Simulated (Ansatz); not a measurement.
## HgSe (model structure, started from the PtS type, P4₂/mmc, No. 131, 4 atoms in the cell): volume per atom by level of theory

No measured value is used here.

```csv
level (code),value (Å³/atom)
PBE (Ansatz),32.04
PBEsol (Ansatz),29.74
PBE-D3(BJ) (Ansatz),30.28
```

Density-functional levels without +SOC have no spin–orbit coupling. Ansatz's density-functional and Hartree–Fock values are scalar-relativistic unless marked +SOC, with PAW data made under PBE.

A model structure was made by putting elements into a prototype or built by hand; it is no filed structure, need not be a known phase, and can be a saddle point held by its symmetry.

Ansatz is an electronic-structure program.
